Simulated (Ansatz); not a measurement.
A relaxation of cell and atoms of CaAl2Zn2 (I4/mmm, 5 atoms in the cell) with Ansatz (a program for electronic structure).

Level of theory: LDA (PW92), default PAW files made with PBE (plane waves; Ansatz).

The change in words: atoms on their sites; basis.ecutwfc: 420 eV → 295 eV; relax: default → cell and atoms. Reference geometry:
```yaml
crystal:
  lattice:
    - [-2.05088, 2.05088, 5.72521]
    - [2.05088, -2.05088, 5.72521]
    - [2.05088, 2.05088, -5.72521]
  atoms:
    - { symbol: Ca, position: [0.00437, 0.00437, 0.00000] }
    - { symbol: Al, position: [0.25000, 0.75000, 0.50000] }
    - { symbol: Al, position: [0.75000, 0.25000, 0.50000] }
    - { symbol: Zn, position: [0.39187, 0.39187, 0.00000] }
    - { symbol: Zn, position: [0.60813, 0.60813, 0.00000] }
```

Reference input (self-consistent single point, DFT, LDA (PW92), plane waves, default PAW files made with PBE): basis.ecutwfc = 420 eV; kpoints.mp_grid.grid = 7 7 7; hamiltonian.xc = lda; hamiltonian.pseudopotentials = {kind: paw} (the program's default PAW files); scf.occupations.method = gaussian; scf.occupations.width = 0.1 eV. This run's input differs from it in these lines:

Ansatz 0.2 input:
```diff
@@ -6,3 +6,3 @@
   atoms:
-    - { symbol: Ca, position: [0.00436700, 0.00436700, 0.00000000] }
+    - { symbol: Ca, position: [0.00000000, 0.00000000, 0.00000000] }
     - { symbol: Al, position: [0.25000000, 0.75000000, 0.50000000] }
@@ -12,3 +12,3 @@
 basis:
-  ecutwfc: 420.0
+  ecutwfc: 295.0
 kpoints:
@@ -20,2 +20,4 @@
   occupations: { method: gaussian, width: 0.1 }
+relax:
+  cell: {}
 output:
```

Output (repeated stretches shortened):

```
   [... SCF lines of the steps left out ...]
relax step   1: F+E_penalty+E_count = -9291.98254148 eV  Δ(F+E_penalty+E_count) = +0.000e0 eV  max|allowed force component| = 1.127e-2 eV/Å  Δτ_max = 0.0000 Å  P = -3.948 GPa  Ω = 96.324 Å³  (7 SCF iters, dr2 threshold 1.00e-7 eV, accepted)
relax step   2: F+E_penalty+E_count = -9292.24821300 eV  Δ(F+E_penalty+E_count) = -2.657e-1 eV  max|allowed force component| = 3.291e-2 eV/Å  Δτ_max = 0.0089 Å  P = +2.026 GPa  Ω = 90.830 Å³  energy of the carried Pulay correction = +2.344e-1 eV  (7 [...]
   [... lines left out ...]
relax step  13: F+E_penalty+E_count = -9292.06606714 eV  Δ(F+E_penalty+E_count) = -3.606e-3 eV  max|allowed force component| = 2.770e-4 eV/Å  Δτ_max = 0.0005 Å  P = -0.001 GPa  Ω = 90.476 Å³  energy of the carried Pulay correction = +3.582e-3 eV  (5 [...]
relax step  14: F+E_penalty+E_count = -9292.06234789 eV  Δ(F+E_penalty+E_count) = +3.719e-3 eV  max|allowed force component| = 5.123e-4 eV/Å  Δτ_max = 0.0000 Å  P = -0.014 GPa  Ω = 90.476 Å³  stress off target by 2.07e-2 GPa  SCF on the basis [...]
basis re-selected at this cell: Δ(F+E_penalty+E_count) = +3.719e-3 eV, ΔP = -0.014 GPa vs the last step
the relaxation is at rest under the 16 symmetry operations that the run kept from its start: a minimum is not shown …
Free energy (F): -9292.062348 eV
Internal energy: -9292.052723 eV  (E = F + TS)
E sigma→0 (E₀):  -9292.057535 eV
Entropy (-TS):   -0.009625 eV (-1.925 meV/atom)
Fermi energy:    8.522076 eV
--- Forces (eV/Å), atoms counted from 1 ---
  atom   1  Ca    -0.00000000     0.00000000     0.00000000
   [... lines left out ...]
  cell:  # Å, volume = 90.4759 Å³
   [... lines left out ...]
  atoms:
    - { symbol: Ca, position: [7.574935150737742e-21, 7.57493515073784e-21, 6.456130538730022e-35] }
    - { symbol: Al, position: [0.25, 0.75, 0.5] }
    - { symbol: Al, position: [0.75, 0.25, 0.5] }
    - { symbol: Zn, position: [0.3925628288653279, 0.3925628288653279, -1.3899788284437648e-34] }
    - { symbol: Zn, position: [0.607437171134672, 0.607437171134672, -1.8503993129174833e-34] }
```

The run converged. 

Summary of the result:
| Quantity | Result |
|---|---|
| Free energy E − TS (on the zero of these files) | -9292.0623 eV |
| Fermi level (on the code's own zero) | 8.52 eV |
| Pressure | -0.01 GPa |
| Final cell | a = b = c = 6.2911 Å, α = β = 142.79°, γ = 53.64° |
| Final volume per atom | 18.10 Å³ |
| Relaxation steps | 14 |

The starting cell comes from a database of computed structures (which also holds hypothetical and non-ambient phases and stackings), without a prior relaxation at this level. Its lattice was rescaled by up to half a per cent. The relaxation keeps the symmetry of its start, so its end need not be a minimum. Ansatz's pressure includes its estimate of the finite-basis (Pulay) stress. Without the estimate this run gives -7.16 GPa. The cutoff lies below the one recommended for these files.

Cost on one core of a shared machine: roughly 40 s.
